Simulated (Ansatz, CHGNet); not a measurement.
For fluorite PbF₂ (high-temperature phase), the machine-learned potential CHGNet-r²SCAN (trained on r²SCAN data) gives:

| Quantity | Result |
|---|---|
| lattice parameter a | 5.916 Å |
| elastic constant C11 | 67.2 GPa |
| elastic constant C44 | 18.4 GPa |
| polycrystal shear modulus | 15.8 GPa |

### Question
What does HSE06 in Ansatz (PAW) give for the same quantities?

### Answer

- lattice constant a: 5.953 Å (grows by 0.6 %)
- elastic constant C11: 110 GPa (increases by 64 %)
- elastic constant C44: 22.6 GPa (rises by 23 %)
- Voigt–Reuss–Hill shear modulus: 24.8 GPa (increases by 57 %)

For comparison: lattice constant a 5.94 Å (measured, temperature not stated, no zero-point or thermal correction; as tabulated in Cadelano and Cappellini (2011), arXiv:1107.5962); elastic constant C11 96.1 ± 0.09 GPa (measured, room temperature, not corrected to a static lattice; as tabulated in Jamieson, Manghnani, Matsui, Ming, J. Geophys. Res. 91, 4643 (1986)); elastic constant C44 20.8 ± 0.01 GPa (measured, room temperature, not corrected to a static lattice; as tabulated in Jamieson, Manghnani, Matsui, Ming, J. Geophys. Res. 91, 4643 (1986)).

Changes are worked out from the printed values.

Unless a cell is named, each level is at its own relaxed cell (CHGNet-r²SCAN 17.25, HSE06 17.58 Å³/atom).

Levels without +SOC leave out spin–orbit coupling, which shifts energies and cells of such heavy elements.

Ansatz's density-functional and Hartree–Fock values are scalar-relativistic unless marked +SOC, with PAW data made under PBE.

Ansatz is a program for electronic structure.
